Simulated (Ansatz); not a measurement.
Band structure of TiPt3 (Pm-3m, 4 atoms in the cell).

```
TiPt3
1.0
    3.92453     0.00000     0.00000
    0.00000     3.92453     0.00000
    0.00000     0.00000     3.92453
Ti Pt
1 3
Direct
  0.00000   0.00000   0.00000
  0.50000   0.50000   0.00000
  0.00000   0.50000   0.50000
  0.50000   0.00000   0.50000
```

Method: PBE, PAW files (plane waves; Ansatz, a first-principles code).

Settings: basis.ecutwfc = 30.9 Ry; kpoints.mp_grid.grid = 6 6 6; hamiltonian.xc = pbe; hamiltonian.pseudopotentials = {kind: paw} (the program's default PAW files); scf.occupations.method = gaussian; scf.occupations.width = 0.0073 Ry; kpoints.band_path.npoints = 8.

The starting cell comes from a database of computed structures (which also holds hypothetical and non-ambient phases and stackings), without a prior relaxation at this level. Spin-orbit coupling is off. Spin polarisation is off.

Levels in eV from the Fermi level, bands 30 to 37:
```json
[
 {"point": "Γ", "30": "-0.01", "31": "-0.01", "32": "-0.01", "33": "1.31", "34": "1.31", "35": "1.56", "36": "1.56", "37": "1.56"},
 {"point": "X", "30": "-2.64", "31": "-2.58", "32": "-1.39", "33": "-0.24", "34": "-0.24", "35": "-0.01", "36": "0.42", "37": "0.71"},
 {"point": "M", "30": "-3.08", "31": "-2.41", "32": "-2.28", "33": "-2.24", "34": "0.17", "35": "0.17", "36": "0.32", "37": "1.41"},
 {"point": "R", "30": "-0.69", "31": "-0.69", "32": "-0.69", "33": "-0.49", "34": "-0.49", "35": "-0.49", "36": "1.12", "37": "1.12"}
]
```

Bands cross the Fermi level along this path, so the cell is metallic at this level.

Keys are those of Ansatz 0.2.
